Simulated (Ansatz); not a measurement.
Model glasses of amorphous Ga2O3, 62 to 67 atoms (Ga24O36 before any change). Each row is one cell at a composition chosen by hand, melted whole on the CHGNet potential with the anions pushed apart under 1.9 Å, quenched within some picoseconds, far faster than a real film, and relaxed with PBE, scalar-relativistic without spin-orbit coupling (plane waves to 420 eV, PAW; Ansatz, an electronic-structure program). Each is the lower in DFT energy of 2 quenches. Cycles of charging and discharging were tried on the cells ahead of these points, and a cell that came back lower was taken. The column on the box says what of it was relaxed with the atoms; held means as the quench left it. Cells that kept moments or hold spare charge are left out.

At the relaxed places, the spacing of the highest filled and the lowest empty level was computed at the zone centre with PBE and with r2SCAN, without spin polarisation. A level counts as spread where PBE shares it among more than a fifth of the atoms; else the element of the atom with the largest weight is named. Formal charges balance in every cell (each cation at its usual highest valence, Cu and Ag at +1, Sb at +3, H at +1, O at −2, N at −3, F and Cl at −1). r2SCAN ran with plane waves to 500 eV. Where a level is localised, the spacing isn't the band gap.

```csv
cell,change,box,highest filled on,lowest empty on,"spacing, PBE (eV)","spacing, r2SCAN (eV)"
Ga24O38Sn,"+2 O, +1 Sn",shape,O,spread,1.31,1.84
Ga24O38Ge,"+1 Ge, +2 O",shape,O,spread,1.38,1.92
Ga24O41P2,"+5 O, +2 P",shape,O,spread,1.51,2.03
Ga24O37Zn,"+1 O, +1 Zn",volume and shape,O,spread,1.60,2.15
Ga24O37Na2,"+2 Na, +1 O",shape,O,spread,1.67,withheld
Ga24O37Sr,"+1 O, +1 Sr",volume and shape,O,spread,1.72,2.27
Ga24O39B2,"+2 B, +3 O",shape,O,spread,1.81,2.36
Ga24O39Sc2,"+3 O, +2 Sc",shape,O,spread,1.90,2.43
Ga24O39La2,"+2 La, +3 O",shape,O,spread,1.98,2.46
```

Q: Fit a straight line of the last column on the one before it through the 8 full rows, and predict the withheld value for Ga24O37Na2.

A: Means: x = 1.651, y = 2.182. Slope = Σ(Δx Δy) / Σ(Δx²) = 0.3983 / 0.4125 = 0.966; intercept = 2.182 − (0.966) × 1.651 = 0.587 eV; r.m.s. residual 0.021 eV. Prediction: 0.587 + (0.966) × 1.67 = 2.20 eV. The run gave 2.18 eV, a miss of 0.02 eV, within the residual.
